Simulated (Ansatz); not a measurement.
**BAs: energy against strain**

BAs (zinc blende, F-43m, 13.548 Å³/atom at rest) under an equal strain ε in the (001) plane with the normal axis free, as in a coherent film. PBEsol in Ansatz, a plane-wave DFT program (PAW, default set), 420 eV, 12×12×12 Γ-centred mesh, Fermi-Dirac smearing 0.05 eV; ions are relaxed within the symmetry of each cell.

Here s stands for strain and y for E less E0.

| strain (%) | E less E0 (meV/atom) |
|---|---|
| -1.50 | 6.15 |
| -1.00 | 2.70 |
| -0.50 | 0.67 |
| 0.00 | 0.00 |
| 0.50 | 0.66 |
| 1.00 | 2.59 |
| 1.50 | 5.76 |
| 3.00 | ? |

Taking a parabola for y over the 7 complete rows: Least squares gives y = 0.001 - 0.1000·s + 2.6457·s². Residuals (row less fit): 0.046, -0.047, -0.042, -0.001, 0.048, 0.043, -0.044; standard error 0.055 (degrees of freedom: 4). Twice the quadratic coefficient over the volume, 2 × 2.6457 meV × 10⁴ × 0.1602 / 13.548 Å³, is twice the biaxial elastic modulus of this plane = 626 ± 6 GPa.

Question: Estimate the missing y (s = 3.00); what did the run itself give?

Answer: y = 0.001 - 0.1000 × 3.0 + 2.6457 × 3.0² = 23.512 meV/atom. The calculation gives 22.27 meV/atom, 1.242 meV/atom below the prediction (5.6 % of the range of y in the table). The row lies outside the fitted rows, so this is an extrapolation. From the scatter of the fitted rows alone, a prediction at this place has a standard error of 0.211 meV/atom, so the miss is 5.9 times that.

One order more, fitted to all 13 runs of the series, follows each within 0.01, so the miss is the next term of a smooth law. Rows are the converged runs of the series near zero and its far end; series whose fitted rows scatter by over a few per cent of the range, as at a crossing or softening among them, aren't shown in this form. Most that stay on the fit to the last digits aren't either.
